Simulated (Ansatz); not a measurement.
TiAl: response to strain

Base system: TiAl (space group P4/mmm, No. 123; a = 2.813 Å, c = 4.062 Å; relaxed with 0.1 eV smearing). Axes: x, y, z lie along a, b, c of the conventional cell.

Strains are applied to the cell and any free atomic positions relax; under biaxial strain the out-of-plane vector relaxes too.

Computed with DFT with r2SCAN, PAW potentials and a 500 eV plane-wave cutoff in Ansatz (a program for electronic structure), without spin-orbit coupling, earlier PAW set.

Notes on the quantities. pressure: mean of the normal stresses, compression positive; energy relative to the base: free energy F.

```csv
case,pressure,energy relative to the base,space group
base,0.0 GPa,0 meV/atom,P4/mmm (No. 123)
"biaxial strain +3.36 %, plane normal [001], relaxed out of plane",-3.4 GPa,–,P4/mmm (No. 123)
isotropic strain −1.89 %,7.7 GPa,+21 meV/atom,P4/mmm (No. 123)
isotropic strain −0.36 %,1.3 GPa,+0.7 meV/atom,P4/mmm (No. 123)
uniaxial strain ε_yy = +0.75 %,-0.9 GPa,+0.6 meV/atom,Pmmm (No. 47)
tensor shear ε_yz = +2.52 %,0.4 GPa,+16 meV/atom,P2/m (No. 10)
```

Stability against distortions was not tested. All final runs are without spin polarisation.
